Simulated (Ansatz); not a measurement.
Start from SnO2 in the rutile structure (space group P4_2/mnm, No. 136; a = 4.7692 Å, c = 3.2120 Å). Axes: x, y, z lie along a, b, c of the conventional cell.

Now apply this change: uniaxial strain ε_zz = −3.00 %, all other strain components held at zero, atoms relaxed at fixed cell.

Method: Kohn–Sham DFT with the PBEsol functional, run in Ansatz (a first-principles code) with PAW and 420 eV plane waves, no spin-orbit coupling.

Base, band edges from the VBM (valence, conduction): A -0.82, 4.56; M -0.89, 4.54; R -0.73, 6.15; X -0.63, 4.14; Z -1.24, 5.88; Γ 0.00, 0.92 eV.

Question: Give the band edges at the high-symmetry points of the new zone, measured from its valence-band maximum.

Answer: 
```
point  valence edge (eV)  conduction edge (eV)
-----  -----------------  --------------------
Γ                   0.00                  1.33
X                  -0.67                  4.48
M                  -0.99                  5.00
Z                  -1.29                  6.23
R                  -0.77                  6.48
A                  -0.90                  4.74
```

The gap is 1.33 eV, direct at Γ.

Stability against distortions was not tested.
